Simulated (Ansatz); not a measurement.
Density of states of BN (F-43m) above the conduction band minimum, PBE, rigid bands run with Ansatz (a program for electronic structure); cell volume 11.7 Å³.

(energy from edge (eV), 10⁻³ states/eV/cell): (0.006, 5.52); (0.031, 12.4); (0.056, 16.6); (0.081, 20.0); (0.106, 22.9); (0.131, 25.7); (0.156, 28.2); (0.181, 30.6); (0.206, 32.8); (0.231, 35.0); (0.256, 37.2); (0.281, 39.1); (0.319, 42.3); (0.344, 44.2); (0.369, 45.8); (0.394, 47.8); (0.419, 49.8); (0.444, 51.5); (0.469, 52.8); (0.494, 55.1); (0.519, 56.7); (0.544, 58.2); (0.569, 60.2); (0.594, 61.7)

**Question.** What effective density of states at 300 K does this give (∫ g(E) exp(−E/k_BT) dE, both spins, divided by the cell's size)?

**Answer.** 2.2e19 cm⁻³, a density-of-states mass of 0.93 mₑ, valleys and band degeneracy included.

Spin-orbit coupling is left out. Geometry: cell and atoms relaxed with PBEsol.
